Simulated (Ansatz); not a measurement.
Single solute atoms on Cu sites of fcc Cu, each beside a vacancy: the barrier for the solute to jump into the vacancy, counted from the relaxed pair on adjacent sites of that sublattice. PBE (Ansatz, an electronic-structure program, plane waves to 420 eV, PAW), climbing-image NEB, 32 sites, 4×4×4 shifted, energies as single points at geometries from a coarser mesh; static nuclei, fixed cell, no finite-size correction. This jump alone does not carry the solute far: the vacancy must also move round it. All rows are spin-restricted. Spin-orbit coupling is left out.

The jump length is the distance between the solute's relaxed places before and after the jump, so it follows from relaxing the pair, without the band.

```tsv
Row	Solute	Jump length x (Å)	Barrier y (eV)
1	Si	2.55	0.64
2	In	2.07	0.37
3	Ru	2.46	1.09
4	W	2.40	1.04
5	Ge	2.39	0.48
6	Os	2.49	?
```

Problem. Fit a straight line of barrier against jump length to rows 1 to 5, predict row 6, and compare with the computed barrier.

Solution. Means: x̄ = 2.374 Å, ȳ = 0.724 eV. Sums of products of deviations: Sxx = 0.1317 Å², Sxy = 0.1286 eV Å, Syy = 0.4257 eV². Slope: Sxy/Sxx = 0.98 eV/Å; r² = Sxy²/(Sxx Syy) = 0.29; scatter about the line: √[(Syy − Sxy²/Sxx)/(5 − 2)] = 0.32 eV. Row 6: 0.724 + 0.98 × (2.49 − 2.374) ≈ 0.84 eV. The computed barrier is 1.32 eV, +0.48 eV from the line, beyond the scatter; the mean ȳ alone misses it by 0.60 eV.
